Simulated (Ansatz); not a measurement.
The starting structures come from a database of crystals and need not be the phases stable at ambient conditions.

By PBEsol, the system below comes out a metal.

A figure of merit of an interconnect metal is its ballistic conductance per area.

Input:

```xyz
4
Lattice="3.9958 0.0000 0.0000 0.0000 5.6510 0.0000 0.0000 2.8255 2.8255" Properties=species:S:1:pos:R:3 pbc="T T T"
Li     0.0000     0.0000     0.0000
Al     0.0000     2.8255     0.0000
Al     1.9979     1.4127     1.4127
Al     1.9979     4.2382     1.4127
```

The cell is taken as given.

The current flows along the normal of the first two printed cell vectors, the (110) plane of the conventional cell. No spin-orbit coupling; the value is a mean over 0.1 eV about the Fermi level.

### Question
Compute, with PBEsol (Ansatz, a program for electronic structure), the ballistic conductance per area.

### Answer
0.95 × 10¹⁵ S/m² for both spins.
